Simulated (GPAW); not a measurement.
GPAW run on HfNi₃ (P6_3/mmc, 8 atoms in the cell): self-consistent single point.

Method: PBEsol, GPAW PAW datasets PBEsol (made by gpaw-setup) (plane waves; GPAW).

```
CELL_PARAMETERS angstrom
      5.28320     0.00000     0.00000
     -2.64160     4.57539     0.00000
      0.00000     0.00000     4.30447
ATOMIC_POSITIONS crystal
  Hf 0.33333 0.66667 0.75000
  Hf 0.66667 0.33333 0.25000
  Ni 0.15718 0.31435 0.25000
  Ni 0.84283 0.68565 0.75000
  Ni 0.84283 0.15718 0.75000
  Ni 0.15718 0.84283 0.25000
  Ni 0.68565 0.84283 0.25000
  Ni 0.31435 0.15718 0.75000
```

Reference input (self-consistent single point, DFT PBEsol, plane waves, GPAW PAW datasets PBEsol (made by gpaw-setup)): mode = pw; ecut = 800 eV; xc = PBEsol; kpts = 5 5 6; mesh shift (steps) = 0 0 0; occupations.name = fermi-dirac; occupations.width = 0.1 eV; nbands = -12; convergence.density = 1e-05 e/electron; symmetry.symmorphic = false; symmetry.tolerance = 0.0005; maxiter = 100. This run's input differs from it in these lines:

```diff
@@ -20,3 +20,3 @@
             xc='PBEsol',
-            kpts={'size': (5, 5, 6), 'gamma': True},
+            kpts=(5, 5, 5),
             occupations={'name': 'fermi-dirac', 'width': 0.1},
```

Log, with long lists cut:

```
     iter     time        total  log10-change:
                         energy   eigst   dens
iter:   1 --:--:--   -69.850862
iter:   2 --:--:--   -68.742851   -0.20  -1.59
iter:   3 --:--:--   -68.044691   -0.66  -1.69
iter:   4 --:--:--   -67.922338   -1.12  -1.72
iter:   5 --:--:--   -68.192257   -1.11  -1.93
iter:   6 --:--:--   -68.440506   -1.50  -2.22
iter:   7 --:--:--   -68.212862   -1.62  -1.97
iter:   8 --:--:--   -68.253315   -2.18  -2.22
iter:   9 --:--:--   -68.132997   -2.26  -2.21
iter:  10 --:--:--   -68.132454   -3.58  -3.22
iter:  11 --:--:--   -68.131960c  -4.79  -3.35
iter:  12 --:--:--   -68.132592c  -4.59  -3.38
iter:  13 --:--:--   -68.131906c  -4.42  -3.39
iter:  14 --:--:--   -68.131853c  -6.03  -3.59
iter:  15 --:--:--   -68.131741c  -5.82  -3.80
iter:  16 --:--:--   -68.131684c  -5.93  -4.17
iter:  17 --:--:--   -68.131679c  -7.20  -4.32
iter:  18 --:--:--   -68.131675c  -7.36  -4.33
iter:  19 --:--:--   -68.131679c  -6.23  -4.36
iter:  20 --:--:--   -68.131675c  -6.92  -4.46
iter:  21 --:--:--   -68.131676c  -8.09c -4.76
iter:  22 --:--:--   -68.131675c  -7.95c -4.89
iter:  23 --:--:--   -68.131672c  -8.48c -5.07c
Converged after 23 iterations.

Dipole moment: (0.000000, -0.000000, 0.000019) |e|*Ang

Energy contributions relative to reference atoms: (reference = -1067520.283616)

Kinetic:        +31.455057
Potential:      -23.218322
External:        +0.000000
XC:             -76.067019
Entropy (-ST):   -0.087659
Local:           -0.257558
SIC:             +0.000000
--------------------------
Free energy:    -68.175501
Extrapolated:   -68.131672

Showing only first 2 kpts
 Kpt  Band  Eigenvalues  Occupancy
  0    58      9.08863    1.96218
  0    59      9.62036    0.40574
  0    60     10.30698    0.00053
  0    61     10.30699    0.00053

  1    58      9.07761    1.96605
  1    59      9.17303    1.91419
  1    60     10.27576    0.00072
  1    61     10.27578    0.00072

Fermi level: 9.48352

No gap
   [... lines left out ...]
  2 Ni   -0.00000   -0.06855    0.00000
  3 Ni    0.00000    0.06855   -0.00000
  4 Ni    0.05937   -0.03428   -0.00000
  5 Ni   -0.05937    0.03428    0.00000
  6 Ni    0.05937    0.03428   -0.00000
  7 Ni   -0.05937   -0.03428   -0.00000

Stress tensor:
     0.042930    -0.000000     0.000000
    -0.000000     0.042930     0.000000
     0.000000     0.000000     0.043264
Stress (GPa, Voigt): [ 6.8781  6.8781  6.9317  0.      0.     -0.    ]
```

The run converged in 23 iterations. GPAW prints stress with tension positive. Against the reference run the free energy hardly moves (within 1 meV/atom), the pressure hardly changes (-6.91 to -6.90 GPa) and the largest force goes from 0.077 to 0.069 eV/Å.

The starting cell comes from a database of computed structures (which also holds hypothetical and non-ambient phases and stackings), without a prior relaxation at this level. Its lattice was rescaled by a random factor within 2.5 % of one. Spin polarisation is off. With a pressure of about -7 GPa the cell is away from its equilibrium volume at this level.

Cost on one core of a shared machine: roughly 2 min.
